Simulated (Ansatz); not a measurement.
AlN: response to strain

The reference is AlN in the wurtzite structure (space group P6_3mc, No. 186).

```
AlN
1.0
    3.13023     0.00000     0.00000
   -1.56512     2.71086     0.00000
    0.00000     0.00000     5.01801
Al N
2 2
Direct
  0.33333   0.66667   0.00023
  0.66667   0.33333   0.50023
  0.33333   0.66667   0.38177
  0.66667   0.33333   0.88177
```

Cartesian axes are those of the cell as printed.

Strains are applied to the cell and any free atomic positions relax; under biaxial strain the out-of-plane vector relaxes too.

Method: PBE, PAW, 420 eV (Ansatz, a quantum-chemistry and plane-wave program; spin-orbit coupling left out).

Notes on the quantities. in-plane stress: mean in-plane stress (compression positive).

| variant | shortest interatomic distance | in-plane stress | ratio −ε⊥/ε∥ |
|---|---|---|---|
| base | 1.902 Å | – | – |
| biaxial strain −3.00 %, plane normal [001], relaxed out of plane | 1.868 Å | +15.1 GPa | 0.52 |
| biaxial strain −2.40 %, plane normal [001], relaxed out of plane | 1.875 Å | +11.8 GPa | 0.53 |
| biaxial strain −1.80 %, plane normal [001], relaxed out of plane | 1.881 Å | +8.6 GPa | 0.53 |
| biaxial strain −1.20 %, plane normal [001], relaxed out of plane | [?] | [?] | [?] |
| biaxial strain −0.60 %, plane normal [001], relaxed out of plane | 1.895 Å | +2.7 GPa | – |

Task: Complete the table.

Result: 
- biaxial strain −1.20 %, plane normal [001], relaxed out of plane, shortest interatomic distance: 1.888 Å
- biaxial strain −1.20 %, plane normal [001], relaxed out of plane, in-plane stress: +5.6 GPa
- biaxial strain −1.20 %, plane normal [001], relaxed out of plane, ratio −ε⊥/ε∥: 0.54

No phonon test of stability was made.
